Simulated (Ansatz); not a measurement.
Structure of amorphous Hf₁₈O₃₈Ge (periodic cell):

```xyz
57
Lattice="9.3649 -0.1104 -0.2398 -0.1104 8.9586 0.0580 -0.2398 0.0580 8.8344" Properties=species:S:1:pos:R:3 pbc="T T T"
Hf     7.7414     6.2707     5.6924
Hf     3.2646     2.5564     8.6684
Hf     1.6368     8.0551     7.6599
Hf     8.7661     7.3812     0.5120
Hf     4.8755     6.8978     0.6677
Hf     7.5267     4.3143     8.5133
Hf     8.0930     0.6899     3.5487
Hf     5.0028     1.9226     3.0891
Hf     1.6787     4.8122     1.0423
Hf     1.9185     2.8977     3.8688
Hf     6.3507     2.1864     6.1369
Hf     8.0305     4.0616     2.9800
Hf     4.5055     8.2675     5.9785
Hf     6.8374     0.9496     0.5018
Hf     0.2140     2.0326     7.2676
Hf     1.4233     6.3324     4.7688
Hf     4.4924     5.0091     7.0236
Hf     4.5905     5.5278     3.7697
O      5.0121     1.8968     0.9706
O      1.3975     2.7389     5.7682
O      1.5915     4.8157     3.1967
O      2.5110     8.2710     5.8101
O      5.6821     0.4677     7.3796
O      5.8001     5.2123    -0.0915
O      5.5555     6.5015     5.7586
O      4.1217     7.6028     3.8400
O      1.2990     7.6759     3.2276
O      2.4117     2.9648     1.4852
O      7.8595     6.2881     7.7575
O      4.0761     3.5586     3.8498
O      3.7551     7.1194     7.7208
O      0.4768     6.8802     6.4439
O      0.0041     2.4791     3.3871
O      8.2533     1.4073     5.6041
O      2.0880     1.1804     7.8554
O      3.4877     8.4018     1.1956
O      7.2953     3.0858     1.3307
O      7.5308     2.2309     7.8946
O      2.8874     4.5554     8.3134
O      3.0032     1.1484     3.3170
O      8.7661     5.3141     1.3443
O     -0.1951     8.9346     8.1471
O      8.6419     0.2030     1.5378
O      3.1496     5.4677     5.4191
O      6.3710     0.5254     2.5543
O      6.6555     7.7837     0.6195
O      1.3716     6.7642     0.3836
O      8.9745     5.1275     4.5415
O      6.7789     2.6619     4.0000
O      6.7335     4.2809     6.4574
O      4.5501     2.9875     7.0453
O      0.1992     3.8296     8.4547
O      7.8712     7.9009     4.5487
O      5.1368     0.9938     4.9367
O      3.8448     5.6978     1.9258
O      6.5168     5.3633     3.4150
Ge     2.8506     8.4064     2.8340
```

These are PBE, scalar-relativistic without spin-orbit coupling (plane waves to 420 eV, PAW; Ansatz, a program for electronic structure) values and carry that method's errors.

A CHGNet melt-quench gave the starting glass, which DFT then relaxed. O atoms were pushed apart under 1.9 Å during the dynamics, to hinder bonds among them. The hot cell started wider than the set density and was brought back towards it in steps. It is the lowest in DFT energy of 2 quenches. It is a model cell: composition and starting density were chosen by hand, and all elements were melted together. No dispersion term was used. Its density started from a set value of 8.72 and ended at 8.73 g/cm³. Cooling (nominally 380 K/ps over its main leg) ran many orders faster than in experiment, which tends to leave more defects and strain. Values belong to this one cell and scatter from quench to quench. Volume and shape were free in the relaxation.

Neighbours within Hf-Hf 3.34 Å, Hf-O 2.60 Å, Hf-Ge 2.99 Å, O-O 1.58 Å, O-Ge 2.23 Å, Ge-Ge 2.81 Å count as bonded. Two cations that share two anions don't count as bonded, nor two that share one unless they lie closer than Hf-Hf 3.25 Å, Hf-Ge 2.91 Å, Ge-Ge 2.57 Å.

Give the coordination numbers, mean bond lengths and angles.


The mean coordination of Hf by anions is 6.17 (2 with 5, 11 with 6, 5 with 7) and the mean coordination of O is 3.03 (5 with 2, 27 with 3, 6 with 4). The mean coordination of Ge by anions is 4.00 (1 with 4) and the mean Hf-O bond is 2.136 Å (spread 0.115 Å, 111 counted). The mean O-Ge bond comes out as 1.778 Å (spread 0.021 Å, 4 counted) and the bond angle at Hf is mean 102.9°, spread 28.7°. The bond angle at O is mean 115.9°, spread 18.2° and the bond angle at Ge comes out as mean 109.2°, spread 6.0°.

List the pairs of like atoms that count as bonded by the rules above.

There are none by these rules.
